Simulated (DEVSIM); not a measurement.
# abrupt Ge p-n junction

Device: abrupt Ge p-n junction, at 300 K.

```tsv
layer (left to right)	material	thickness (μm)	Nd (cm⁻³)	Na (cm⁻³)	τn (s)	τp (s)
1	Ge	0.410	-	5.2e17	2.6e-7	2.6e-7
2	Ge	240	1.8e15	-	2.6e-7	2.6e-7
```

Left contact: ohmic. Right contact: ohmic. Voltage is applied to the left contact. Recombination: SRH at mid-gap, radiative, Auger. Mobility is constant in doping.

Constants are typed, rounded textbook-type inputs, not results; the design itself was drawn at random and stands for no fabricated device. Values at 300 K.

```tsv
parameter	Ge
gap (eV)	0.664
affinity (eV)	4
permittivity	16
Nc (cm⁻³)	1.04e19
Nv (cm⁻³)	6e18
μn (cm²/Vs)	3900
μp (cm²/Vs)	1900
B (cm³/s)	6.4e-14
Cn (cm⁶/s)	1e-31
Cp (cm⁶/s)	1e-31
```

Simulated with DEVSIM: 1D drift-diffusion, Boltzmann statistics, complete ionisation; no tunnelling, impact ionisation, image-force lowering or self-heating.

```
Item                                                Value
---------------------------------------------  ----------
Potential step across the device at zero bias     0.377 V
Largest field in the device at zero bias       35000 V/cm
Dark forward voltage at 1 A/cm²                   0.203 V
Dark forward voltage at 100 A/cm²                 1.068 V
```

Dark forward current:

```csv
V (V),J (A/cm²)
0.05,0.0053
0.10,0.040
0.15,0.24
0.20,0.94
0.30,4.3
0.35,6.7
0.40,9.6
0.45,13
0.50,17
0.55,21
0.65,31
0.70,37
0.75,44
0.80,51
0.85,59
0.90,67
1.00,86
1.05,96
1.10,110
1.15,120
```
